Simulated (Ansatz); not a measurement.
SiC: pressure −1 GPa

The parent structure is SiC in the wurtzite structure (space group P6_3mc, No. 186; a = 3.076 Å, c = 5.048 Å).

Now apply this change: hydrostatic tension (pressure −1 GPa).

Level of theory: plane-wave PAW DFT at the PBEsol level (Ansatz, a program for electronic structure, 420 eV), spin-orbit coupling left out. Settings: 12×12×7 k-points, 0.05 eV Fermi–Dirac smearing.

* **Volume per atom**: 10.39 Å³ (base 10.34 Å³)
* **Density**: 3.21 g/cm³ (base 3.22 g/cm³)
* **Lattice parameter a**: 3.080 Å (base 3.076 Å)
* **c/a ratio**: 1.641 (base 1.641)
* **Shortest interatomic distance**: 1.886 Å (base 1.883 Å)
* **Enthalpy H = E + PV relative to the base's energy**: -0.06 eV/atom
* **Band gap**: 2.13 eV (base 2.12 eV)
* **Gap character**: indirect, Γ → K (base indirect, Γ → K)
* **Smallest direct gap**: 3.85 eV (base 3.86 eV)
* **Width of the top valence band**: 3.92 eV (base 3.93 eV)
* **Electron mass**: 0.26 mₑ along c, 0.43 mₑ across (at K) (base 0.26 mₑ along c, 0.43 mₑ across (at K))
* **Valence-band top at Γ (three highest levels, from the VBM)**: 0.00, 0.00, -0.11 eV (base 0.00, 0.00, -0.11 eV)

Cost of the whole job for the changed cell (relaxation, final SCF and bands): about 20 core-seconds (a rough figure).

Load acts through the strain it causes; cell and atoms are relaxed under it. Effective masses come from finite differences of ±0.01 Å⁻¹. Stability against distortions was not tested.
